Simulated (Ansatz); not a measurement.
ZnO (P6_3mc) under biaxial stress in the c plane (compression positive): hole mass along z by PBE with spin-orbit coupling, rigid bands (plane waves, PAW; Ansatz, a first-principles code). The unloaded cell, whose axes the loads refer to:

```cif
data_O2Zn2
_chemical_formula_sum 'Zn2 O2'
_space_group_name_H-M_alt 'P63mc'
_space_group_IT_number 186
_space_group_name_Hall 'P 6c -2c'
_cell_length_a 3.22991
_cell_length_b 3.22991
_cell_length_c 5.21468
_cell_angle_alpha 90.000
_cell_angle_beta 90.000
_cell_angle_gamma 120.000
loop_
_atom_site_label
_atom_site_type_symbol
_atom_site_symmetry_multiplicity
_atom_site_Wyckoff_symbol
_atom_site_fract_x
_atom_site_fract_y
_atom_site_fract_z
_atom_site_occupancy
Zn1 Zn 2 b 0.66667 0.33333 0.49805 1
O1 O 2 b 0.33333 0.66667 0.37695 1
```

```csv
biaxial stress in the c plane (compression positive) (GPa),volume per atom (Å³),hole mass along z (mₑ)
-8.8,12.22,3.59
-6.6,12.12,?
0,11.78,2.81
2.2,11.66,2.73
4.4,11.54,2.64
6.6,11.41,2.57
```

Task: Fit a straight line to ln(hole mass along z) against the load over the rows given, and predict the row at -6.6 GPa.

Result: The means are x̄ = 0.880 GPa and ȳ = 1.0461; Σ(x − x̄)(y − ȳ) = -3.140 and Σ(x − x̄)² = 141.3, so the slope is -2.22 % per GPa, and the rows given lie within 3.2 % of the line. At -6.6 GPa the line gives 3.36 mₑ; the calculation gives 3.30 mₑ, 1.8 % from it.

Masses are for dilute carriers at 300 K, harmonic means over directions unless an axis is named. Stresses and pressures are the targets of the relaxation. The structure type is held at every load. Geometry: cell and atoms relaxed with PBEsol.
